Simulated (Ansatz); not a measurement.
A relaxation of the atoms of LuAl₇Au₃ (R-3c, 22 atoms in the cell) with Ansatz (a quantum-chemistry and plane-wave program).

Computed with LDA (PW92), default PAW files made with PBE (plane waves; Ansatz).

```yaml
crystal:
  lattice:
    - [4.08240, 2.35697, 7.12297]
    - [-4.08240, 2.35697, 7.12297]
    - [0.00000, -4.71395, 7.12297]
  atoms:
    - { symbol: Al, position: [0.14791, 0.33471, 0.92931] }
    - { symbol: Al, position: [0.92931, 0.14791, 0.33471] }
    - { symbol: Al, position: [0.33471, 0.92931, 0.14791] }
    - { symbol: Al, position: [0.57069, 0.16529, 0.35209] }
    - { symbol: Al, position: [0.16529, 0.35209, 0.57069] }
    - { symbol: Al, position: [0.35209, 0.57069, 0.16529] }
    - { symbol: Al, position: [0.85209, 0.66529, 0.07069] }
    - { symbol: Al, position: [0.07069, 0.85209, 0.66529] }
    - { symbol: Al, position: [0.66529, 0.07069, 0.85209] }
    - { symbol: Al, position: [0.42931, 0.83471, 0.64791] }
    - { symbol: Al, position: [0.83471, 0.64791, 0.42931] }
    - { symbol: Al, position: [0.64791, 0.42931, 0.83471] }
    - { symbol: Lu, position: [0.00000, 0.00000, 0.00000] }
    - { symbol: Lu, position: [0.50000, 0.50000, 0.50000] }
    - { symbol: Al, position: [0.25000, 0.25000, 0.25000] }
    - { symbol: Al, position: [0.75000, 0.75000, 0.75000] }
    - { symbol: Au, position: [0.57690, 0.92310, 0.25000] }
    - { symbol: Au, position: [0.25000, 0.57690, 0.92310] }
    - { symbol: Au, position: [0.92310, 0.25000, 0.57690] }
    - { symbol: Au, position: [0.42310, 0.07690, 0.75000] }
    - { symbol: Au, position: [0.75000, 0.42310, 0.07690] }
    - { symbol: Au, position: [0.07690, 0.75000, 0.42310] }
```

Reference input (self-consistent single point, DFT, LDA (PW92), plane waves, default PAW files made with PBE): basis.ecutwfc = 420 eV; kpoints.mp_grid.grid = 3 3 3; hamiltonian.xc = lda; hamiltonian.pseudopotentials = {kind: paw} (the program's default PAW files); scf.occupations.method = cold; scf.occupations.width = 0.136 eV. This run's input differs from it in these lines:

```diff
@@ -42,2 +42,3 @@
     width: 0.136
+relax: {}
 output:
```

Output, abridged:

```
   [... SCF lines of the steps left out ...]
relax step   1: F+E_penalty+E_count = -113366.82979590 eV  Δ(F+E_penalty+E_count) = +0.000e0 eV  max|allowed force component| = 1.311e-1 eV/Å  Δτ_max = 0.0000 Å  (7 SCF iters, dr2 threshold 2.50e-6 eV, accepted)
relax step   2: F+E_penalty+E_count = -113366.84818557 eV  Δ(F+E_penalty+E_count) = -1.839e-2 eV  max|allowed force component| = 3.035e-2 eV/Å  Δτ_max = 0.0290 Å  (7 SCF iters, dr2 threshold 1.07e-6 eV, accepted)
relax step   3: F+E_penalty+E_count = -113366.84956251 eV  Δ(F+E_penalty+E_count) = -1.377e-3 eV  max|allowed force component| = 8.189e-3 eV/Å  Δτ_max = 0.0055 Å  (7 SCF iters, accepted)
the relaxation is at rest under the 12 symmetry operations that the run kept from its start: a minimum is not shown …
Stability not checked (fill_not_monotonic)
Free energy (F): -113366.849563 eV
Internal energy: -113366.851356 eV  (E = F + TS)
E sigma→0 (E₀):  -113366.850160 eV
Entropy (-TS):   0.001794 eV (0.082 meV/atom)
Fermi energy:    11.392364 eV
--- Forces (eV/Å), atoms counted from 1 ---
  atom   1  Al     0.00212035     0.00023375    -0.00055627
   [... lines left out ...]
    - { symbol: Au, position: [0.25, 0.5757956017565494, 0.9242043982434508] }
    - { symbol: Au, position: [0.9242043982434507, 0.2500000000000001, 0.5757956017565495] }
    - { symbol: Au, position: [0.4242043982434506, 0.07579560175654948, 0.7500000000000002] }
    - { symbol: Au, position: [0.7500000000000002, 0.4242043982434507, 0.07579560175654937] }
    - { symbol: Au, position: [0.07579560175654948, 0.75, 0.42420439824345063] }
```

The run converged. 

Summary of the result:
```
Item                                                      Result
-----------------------------------------------  ---------------
Free energy E − TS (on the zero of these files)  -113366.8496 eV
Fermi level (on the code's own zero)                    11.39 eV
Pressure                                               -9.20 GPa
Largest force (vector length)                         0.008 eV/Å
Relaxation steps                                               3
```

The starting cell comes from a database of published, mostly measured structures (it also holds non-ambient and calculated ones), without a prior relaxation at this level. Its lattice was rescaled by a random factor within 2.5 % of one. The relaxation keeps the symmetry of its start, so its end need not be a minimum. Ansatz's pressure includes its estimate of the finite-basis (Pulay) stress.

Cost on one core of a shared machine: roughly 70 s.

Keys are those of Ansatz 0.2.
